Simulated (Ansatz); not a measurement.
# Convergence series on Sb2Rh (P2_1/c, 12 atoms in the cell)

```
CELL_PARAMETERS angstrom
      6.61560     0.00000     0.00000
      0.00000     6.55960     0.00000
     -3.01666     0.00000     5.96654
ATOMIC_POSITIONS crystal
  Sb 0.16000 0.63300 0.37300
  Sb 0.84000 0.13300 0.12700
  Sb 0.84000 0.36700 0.62700
  Sb 0.16000 0.86700 0.87300
  Sb 0.35000 0.36000 0.17300
  Sb 0.65000 0.86000 0.32700
  Sb 0.65000 0.64000 0.82700
  Sb 0.35000 0.14000 0.67300
  Rh 0.27700 0.00000 0.28800
  Rh 0.72300 0.50000 0.21200
  Rh 0.72300 0.00000 0.71200
  Rh 0.27700 0.50000 0.78800
```

Computed with PBEsol, default PAW files made with PBE (plane waves; Ansatz, an electronic-structure program).

The starting cell comes from a database of published, mostly measured structures (it also holds non-ambient and calculated ones), without a prior relaxation at this level. Spin-orbit coupling is off. Ansatz's pressure includes its estimate of the finite-basis (Pulay) stress.

Held fixed: kpoints.mp_grid.grid = 3 3 3; hamiltonian.xc = pbesol; hamiltonian.pseudopotentials = {kind: paw} (the program's default PAW files); scf.occupations.method = cold; scf.occupations.width = 0.1 eV.

ΔF is the free energy per atom less that of the last row (840 eV).

The first pressure column holds Ansatz's estimate of the finite-basis (Pulay) stress, which hides part of the cutoff error; the other is without it.

The series runs over basis.ecutwfc = 170 eV; 210 eV; 250 eV; 295 eV; 335 eV; 380 eV; 420 eV; 485 eV; 545 eV; 630 eV; 735 eV; 840 eV.

Question: From which setting on does the energy stay within 0.5 meV/atom of the last one?

Answer: From basis.ecutwfc = 545 eV on; the one before it is off by 0.61 meV/atom.

| basis.ecutwfc | ΔF (meV/atom) | pressure (GPa) | largest force (eV/Å) | gap on the mesh (eV) | pressure at a fixed set of plane waves (GPa) | plane waves | iterations |
|---|---|---|---|---|---|---|---|
| 170 eV | 33194.0 | 0.68 | 3.137 | – | -1081.35 | 1289 | 8 |
| 210 eV | 6865.9 | -5.91 | 0.809 | 0.349 | -289.87 | 1769 | 11 |
| 250 eV | 1320.1 | 1.04 | 0.527 | 0.412 | -68.89 | 2319 | 10 |
| 295 eV | 164.8 | 1.71 | 0.714 | 0.430 | -10.34 | 2979 | 9 |
| 335 eV | 20.1 | 1.26 | 0.741 | 0.438 | -0.49 | 3585 | 9 |
| 380 eV | 3.8 | 1.17 | 0.733 | 0.439 | 1.04 | 4365 | 9 |
| 420 eV | 2.3 | 1.15 | 0.731 | 0.439 | 1.08 | 5047 | 9 |
| 485 eV | 0.61 | 1.13 | 0.731 | 0.439 | 1.10 | 6299 | 9 |
| 545 eV | 0.26 | 1.13 | 0.731 | 0.439 | 1.13 | 7473 | 9 |
| 630 eV | 0.13 | 1.13 | 0.731 | 0.439 | 1.12 | 9323 | 9 |
| 735 eV | 0.03 | 1.13 | 0.731 | 0.439 | 1.13 | 11725 | 9 |
| 840 eV | 0.00 | 1.13 | 0.731 | 0.439 | 1.13 | 14279 | 9 |

The gap is read on the k-point mesh of the run and can differ from the gap over the whole zone at this level.

Keys are those of Ansatz 0.2.
